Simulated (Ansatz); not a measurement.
The starting structures come from a database of crystals and need not be the phases stable at ambient conditions.

 Where the default PAW files enter, the runs use the earlier of Ansatz's two default sets.

By PBEsol, the system below comes out a metal.

The ballistic (Sharvin) conductance counts the channels at the Fermi level: G/A = (e²/h) × channels of both spins per area.

Given:

```
CELL_PARAMETERS angstrom
      2.69635     0.00000     0.00000
     -1.34818     2.33511     0.00000
      0.00000     0.00000     4.37304
ATOMIC_POSITIONS crystal
  Ir 0.66667 0.33333 0.75000
  Ir 0.33333 0.66667 0.25000
```

Space group of this cell: P6_3/mmc, hcp (Mg type). The cell is strained (all lengths scaled by 0.98); by PBEsol its mean pressure is 10.1 GPa.

The current flows along the normal of the first two printed cell vectors, the (001) plane of the conventional cell. No spin-orbit coupling; the value is a mean over 0.1 eV about the Fermi level.

Question: Compute, with Ansatz (a first-principles code) with PBEsol, the ballistic conductance per area.

Answer: 2.4 × 10¹⁵ S/m² for both spins.
